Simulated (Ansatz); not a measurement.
Ansatz (a first-principles code), DFT, PBE, plane waves, its default PAW files: Ru(0001) slab of 6 layers, 1x1, atoms displaced (Ru6), unrelaxed, 6 atoms. Basis and mesh were picked for this test and aren't claimed converged.

```yaml
cell: 2.71, 2.71, 30.70 Å; 90, 90, 60°
distance_to_the_nearest_atom: 2.57 to 2.70 Å
task: single point
k mesh: 10×10×1
hamiltonian.xc: pbe
kind_of_files: paw
scf.occupations.method: fermi_dirac
scf.occupations.width: 0.2 eV
scf.initial_density.chi_scale: 0.1
output.forces: true
binding of workers (--pin): off
k-point pools (--kpoint-pools): 1
memory maximum (--max-ram): 8GiB
accuracy: medium (default)
basis.precision: auto (default)
basis.xc_grid: 2 (default)
scf.eigensolver.kind: auto (default)
scf.convergence.dr2_threshold: 1e-07 (default)
scf.lower_state_search: light (default)
k-points after symmetry: 52
bands_at_the_start: 61
electrons: 96
plane waves at Γ: 3853
cutoff (eV): 420
FFT grid: 20×20×216
symmetry_operations: 1
```

Settings of this run: scf.mixing.algorithm = broyden, scf.mixing.preconditioner = kerker, scf.mixing.q_tf = 1.5 1/Å, scf.algorithm = auto; 4 threads.

```
iteration  dr2 (eV)     Hψ
---------  --------  -----
1            2.18e1  32542
2            3.86e1   9193
3            4.04e1   5714
4            1.15e1   3769
5            6.01e0   4817
6           7.85e-1   4196
7           1.70e-1   3944
8           2.41e-1   4193
9           2.27e-1   3839
10          5.47e-2   4194
11          3.10e-2   4378
12          3.64e-2   3510
13          2.08e-2   4284
14          1.81e-2   4043
…                 …      …
27          8.69e-5   4309
28          3.87e-5   5289
29          2.44e-5   4296
30          3.71e-5   3857
31          3.64e-5   3744
32          3.37e-5   3565
33          3.41e-5   3927
34          2.15e-5   3603
…                 …      …
46          3.64e-5   3583
47          3.85e-5   3813
48          3.88e-5   3984
49          4.12e-5   8243
50          3.14e-6  22878
51          3.81e-7   9501
52          9.06e-9  10847
53          9.08e-9  11249
```

It converged after 53 SCF iterations.

Task: Which change of one setting makes this cycle converge in far fewer steps?

Result: This is not unique; one that fits is scf.mixing.q_tf = 0.5 1/Å (27 SCF iterations), all else kept. The other changes of this size gave: scf.mixing.q_tf = not set (64). With more settings changed, the fewest of all runs of this system: scf.mixing.algorithm = auto (default), scf.mixing.preconditioner = auto (default), scf.mixing.q_tf = not set (11). In that run the program took: scf.eigensolver.kind band_cg, --slots 4. The change moves the result by: energy under 0.001 meV/atom, forces (largest component) 0.039 meV/Å. Counts are of single runs.

Keys are those of Ansatz 0.2.
